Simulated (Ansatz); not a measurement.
## Effect of pressure 4.5 GPa on BaTiO3

Take BaTiO3 in the cubic perovskite structure (space group Pm-3m, No. 221; a = 4.0195 Å) as the base.

Now apply this change: a hydrostatic pressure of 4.5 GPa.

Calculations: plane-wave PAW DFT at the PBE level (Ansatz, a quantum-chemistry and plane-wave program, 420 eV), scalar-relativistic without spin-orbit coupling, earlier PAW set. Settings: 8×8×8 k-points, 0.05 eV Fermi–Dirac smearing.

```tsv
quantity	base	changed	shift
enthalpy H = E + PV relative to the base's energy	–	+0.36 eV/atom	–
band gap	1.79 eV	1.84 eV	+0.056 eV
gap character	indirect, R → Γ	indirect, R → Γ	–
mean gap deformation potential ΔEg/Δln V	–	-2.1 eV	–
```

Final structure:

```
BaTiO3
1.0
    3.98473     0.00000     0.00000
    0.00000     3.98473     0.00000
    0.00000     0.00000     3.98473
Ba Ti O
1 1 3
Direct
  0.00000   0.00000   0.00000
  0.50000   0.50000   0.50000
  0.00000   0.50000   0.50000
  0.50000   0.50000   0.00000
  0.50000   0.00000   0.50000
```

Load acts through the strain it causes; cell and atoms are relaxed under it. No phonon test of stability was made. All final runs are without spin polarisation. Many cubic perovskites are stable only at high temperature; tilts and polar distortions were not tested. This is not the structure that BaTiO3 has at room temperature and ambient pressure.
